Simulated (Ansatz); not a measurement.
The parent structure is ZnCu$_{2}$SnS$_{4}$ (space group I-4, No. 82; a = 5.317 Å, c = 10.643 Å). Axes: x, y, z lie along a, b, c of the conventional cell.

Method: LDA, PAW, 420 eV (Ansatz, a first-principles code; no spin-orbit coupling).

Perturbation: uniaxial strain ε_zz = +1.50 %, all other strain components held at zero, atoms relaxed at fixed cell.

Question: Estimate the effect on the stress.

Answer: The stress (xx, yy, zz, yz, xz, xy; compression positive) comes out as (-1.06, -1.06, -1.70, 0.00, 0.00, 0.00) GPa.

Question: Predict the new energy relative to the base.

Answer: The energy goes up by 1.5 meV/atom.

No phonon test of stability was made. All final runs are without spin polarisation.
